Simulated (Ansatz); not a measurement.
The reference is ZnSe in the zinc blende structure (space group F-43m, No. 216; a = 5.633 Å). Axes: x, y, z lie along the cube axes.

All numbers come from PBEsol in Ansatz (plane waves to 420 eV, PAW, scalar-relativistic without spin-orbit coupling).

Strains are applied to the cell and any free atomic positions relax.

One change was made to it. Results:

The valley order (the lowest conduction-band minima on the path, energy above the VBM, named in the base's zone) goes from Γ 1.24 eV; L along ⟨111⟩ 2.48 eV to Γ 1.08 eV; L along [111] 2.38 eV; the energy increases by 5.4 meV/atom; the pressure (mean of the normal stresses, compression positive) goes from zero to -18.1 kbar.

What was done to the base?
A) uniaxial strain ε_zz = +3.00 %
B) uniaxial strain ε_zz = −3.00 %
C) uniaxial strain ε_zz = +1.00 %

A, uniaxial strain ε_zz = +3.00 %. For comparison, the valley order in the other runs: uniaxial strain ε_zz = +1.00 % gives Γ 1.19 eV; L along [111] 2.45 eV; uniaxial strain ε_zz = −3.00 % gives Γ 1.29 eV; L along [1-11] 2.45 eV; X along [001] 2.56 eV; X along [100] 2.71 eV.

The levels and masses belong to the bands next to the band gap. Stability against distortions was not tested.

Ansatz is a first-principles code.
